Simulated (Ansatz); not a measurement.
**Hypothetical Pm-3n AlN, pressure series**

The parent structure is AlN (space group Pm-3n, No. 223; a = 5.344 Å; a hypothetical phase, not in the database extracts checked).

Cell and atoms are relaxed at each pressure.

Level of theory: PBEsol (Ansatz, a program for electronic structure), without spin-orbit coupling.

Candidates:
(a) pressure 3 GPa
(b) pressure 5 GPa
(c) pressure 0.3 GPa

Base values:

| Property | Value |
|---|---|
| Band gap | 2.54 eV |

Task: Order them by band gap, highest first.

Result: (b) pressure 5 GPa (2.60 eV), (a) pressure 3 GPa (2.58 eV), (c) pressure 0.3 GPa (2.55 eV)

Load acts through the strain it causes; cell and atoms are relaxed under it. Stability against distortions was not tested. No other phases were tried under pressure.
